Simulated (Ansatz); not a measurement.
The starting structures come from a database of crystals and need not be the phases stable at ambient conditions.

# Evanescent states of SnSe2 (P-3m1, CdI2 type, not sure to be the ambient phase, 3 atoms a cell, 25.6 Å³ an atom) along the normal of (001)

The numbers are results of r2SCAN (plane waves, PAW; Ansatz, a program for electronic structure), not measurements.

The gap is the functional's own. No spin-orbit coupling. Mid-gap values are interpolated on the energy grid.

Energies count from the valence-band top; κ is the least over a 12×12 mesh across the current.

```csv
E (eV),κ (1/Å),where
0.03,0.048,off Γ
0.07,0.065,Γ
0.12,0.071,Γ
0.17,___,Γ
0.23,___,Γ
0.28,___,Γ
0.33,___,Γ
0.38,___,Γ
0.42,___,Γ
0.47,0.091,Γ
0.53,0.076,off Γ
0.57,0.054,off Γ
```

### Question
What belongs in the gaps?

### Answer

- 0.17, κ (1/Å): 0.077
- 0.23, κ (1/Å): 0.081
- 0.28, κ (1/Å): 0.084
- 0.33, κ (1/Å): 0.087
- 0.38, κ (1/Å): 0.089
- 0.42, κ (1/Å): 0.090
